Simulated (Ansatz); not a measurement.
# Ga vacancy + 1 H in zinc-blende GaSb

These are PBE, PAW (plane waves to 420 eV; Ansatz, a first-principles code) values and carry that method's errors. Cell and caveats: 64-site cell; 2×2×2 shifted k-points; start: the Ga site; 1 H on the vacancy's neighbours; no spin–orbit coupling; the functional closes the host's gap; finite-size errors of tenths of an eV; relaxed from one start, so a lower configuration may exist.

Neighbours after relaxation, in Å: of the emptied site: H 1.22, Sb 2.38, Sb 2.38, Sb 2.38, Sb 2.94; of the H atom: Sb 1.72, Sb 3.03, Sb 3.03, Sb 3.04.

The name describes the start; the neighbours show where the atoms ended.

```
charge         moment (μB)  largest move off a lattice site (Å)
------  ------------------  -----------------------------------
0       not spin-polarised                                 0.32
```
